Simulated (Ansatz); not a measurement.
Consider a periodic stack without vacuum, rock-salt TiN (1 1 1) on Si0.875Ge0.125, ordered (1 1 1), B on 4 of 4 substrate sites at each interface (film strained to the substrate, started from cuts of the bulks and a machine-learned relaxation; slabs Ge4Si28B8 and N28Ti28, which can lie off the formulas): substrate slab Ge4Si28B8, film N28Ti28, surface cells [[1, -1], [0, 1]] and [[-2, 3], [-1, -2]], film strained by -2.1 and -2.1 %, outermost planes Si/GeSi and N/Ti as cut, which need not be the usual terminations and can put a slab off its formula. Its start:

```
CELL_PARAMETERS angstrom
      7.77865     0.00000    -0.01633
     -3.88933     6.73651     0.00806
     -0.38016    -2.80709    24.66739
ATOMIC_POSITIONS crystal
  Ge 0.96933 0.02185 0.05577
  Si 0.42218 0.35799 0.06146
  B  0.22947 0.64442 0.03252
  B  0.79766 0.17234 0.03909
  Si 0.46672 0.94899 0.05647
  Si 0.92601 0.49341 0.05883
  B  0.68601 0.53524 0.03647
  B  0.27460 0.05857 0.03613
  Ge 0.67277 0.33893 0.18780
  Si 0.17419 0.84809 0.18637
  Si 0.99608 0.00155 0.15424
  Si 0.48836 0.48677 0.15517
  Si 0.16966 0.34474 0.18783
  Si 0.67093 0.83643 0.18504
  Si 0.49511 0.98559 0.15290
  Si 0.00055 0.50576 0.15391
  Ge 0.37966 0.73237 0.31698
  Si 0.87615 0.22952 0.31575
  Si 0.70151 0.38332 0.28513
  Si 0.19999 0.88643 0.28341
  Si 0.87555 0.72973 0.31571
  Si 0.37871 0.23145 0.31724
  Si 0.19983 0.38040 0.28416
  Si 0.70507 0.88470 0.28219
  Ge 0.07658 0.11389 0.44093
  Si 0.57389 0.61258 0.45238
  Si 0.41268 0.77465 0.41643
  Si 0.90082 0.27429 0.41202
  Si 0.58587 0.12246 0.44882
  Si 0.08099 0.62075 0.44233
  Si 0.89450 0.76198 0.41226
  Si 0.41305 0.27418 0.41474
  B  0.89139 0.54393 0.58165
  B  0.26584 0.03090 0.56169
  Si 0.09238 0.14959 0.53571
  Si 0.53098 0.65473 0.55217
  B  0.21747 0.48311 0.56349
  B  0.77024 0.98883 0.56486
  Si 0.60116 0.13729 0.54793
  Si 0.11990 0.68519 0.53543
  N  0.57544 0.58547 0.61534
  N  0.74735 0.34202 0.59846
  N  0.85392 0.01576 0.61758
  N  0.15754 0.44974 0.61689
  N  0.28255 0.13330 0.61319
  N  0.43544 0.87545 0.62658
  N  0.98665 0.71795 0.62097
  N  0.70021 0.10612 0.71601
  N  0.83831 0.81419 0.71728
  N  0.97762 0.52839 0.71641
  N  0.26886 0.96352 0.71612
  N  0.40694 0.66633 0.71659
  N  0.54853 0.38409 0.71674
  N  0.12049 0.24448 0.71387
  N  0.81728 0.61819 0.81860
  N  0.96155 0.33329 0.81837
  N  0.10266 0.04738 0.81815
  N  0.39125 0.47666 0.81874
  N  0.53168 0.19212 0.81824
  N  0.67420 0.90676 0.81785
  N  0.24781 0.76301 0.81844
  N  0.93797 0.13578 0.91927
  N  0.08143 0.85419 0.91881
  N  0.22961 0.56475 0.91957
  N  0.51396 0.99785 0.92061
  N  0.65429 0.70427 0.92340
  N  0.80073 0.42526 0.92389
  N  0.37839 0.28803 0.92360
  Ti 0.62972 0.83610 0.66511
  Ti 0.76491 0.55342 0.66678
  Ti 0.91843 0.27705 0.66281
  Ti 0.20879 0.70396 0.66482
  Ti 0.34858 0.40737 0.66221
  Ti 0.50046 0.13133 0.66260
  Ti 0.06112 0.98518 0.66527
  Ti 0.75519 0.35921 0.76701
  Ti 0.89918 0.07562 0.76638
  Ti 0.04323 0.78906 0.76692
  Ti 0.32520 0.21747 0.76647
  Ti 0.47050 0.93211 0.76630
  Ti 0.61162 0.64454 0.76741
  Ti 0.18359 0.50148 0.76629
  Ti 0.87525 0.87577 0.86799
  Ti 0.02083 0.59050 0.86810
  Ti 0.16884 0.30831 0.86819
  Ti 0.45152 0.73401 0.86850
  Ti 0.59615 0.44881 0.87141
  Ti 0.73502 0.16646 0.86900
  Ti 0.31106 0.02617 0.86844
  Ti 0.00517 0.39139 0.96736
  Ti 0.15043 0.11681 0.96463
  Ti 0.28071 0.82582 0.96397
  Ti 0.58102 0.24929 0.97980
  Ti 0.71140 0.96230 0.96638
  Ti 0.86420 0.68396 0.97103
  Ti 0.43666 0.54604 0.97588
```

The start was prepared with a machine-learned potential, and the result is one local minimum, with the in-plane cell held and forces under 0.04 eV/Å; the film can end far from its bulk form.

Level of theory: PBE (plane waves to 420 eV, PAW; Ansatz, a program for electronic structure). Scalar-relativistic, without spin–orbit coupling; the runs are not spin-polarised; PBE gaps are too small against experiment. Its k-point mesh 4×4×1, Fermi–Dirac width 0.05 eV.

Q: Predict the relaxed interface.

A: 
- interface area = 52.4 Å²
- period = 24.27 Å
- heights between the nearest atoms of the two slabs at the two interfaces = 0.28 and 1.38 Å
- B–Ti contacts across the interfaces within 1.22 times the sum of covalent radii = 17, mean 2.40 Å
- Si–Ti contacts across the interfaces within 1.22 times the sum of covalent radii = 14, mean 2.85 Å
- B–N contacts across the interfaces within 1.22 times the sum of covalent radii = 6, mean 1.52 Å
- N–Si contacts across the interfaces within 1.22 times the sum of covalent radii = 4, mean 1.83 Å
